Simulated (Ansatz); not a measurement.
A computed series for MoSi2: pressure series

Take MoSi2 (space group I4/mmm, No. 139; a = 3.217 Å, c = 7.873 Å) as the base.

Cell and atoms are relaxed at each pressure.

The values are results of PBE (Ansatz, a first-principles code), without spin-orbit coupling, not measurements.

Notes on the quantities. enthalpy: H = E + PV relative to the base's energy.

| case | shortest interatomic distance | enthalpy |
|---|---|---|
| base | 2.596 Å | – |
| pressure −2 GPa | 2.602 Å | -0.17 eV/atom |
| pressure −1 GPa | 2.599 Å | -0.08 eV/atom |
| pressure 3 GPa | 2.589 Å | +0.25 eV/atom |
| pressure 7 GPa | 2.580 Å | +0.58 eV/atom |
| pressure 15 GPa | 2.563 Å | +1.23 eV/atom |
| pressure 30 GPa | [?] | +2.39 eV/atom |
| pressure 50 GPa | 2.476 Å | +3.86 eV/atom |
| pressure 75 GPa | 2.425 Å | +5.60 eV/atom |
| pressure 100 GPa | 2.383 Å | +7.25 eV/atom |

What belongs in the blanks?


- pressure 30 GPa, shortest interatomic distance: 2.525 Å

Load acts through the strain it causes; cell and atoms are relaxed under it. Stability against distortions was not tested. Competing high-pressure phases were not computed. All final runs are without spin polarisation.
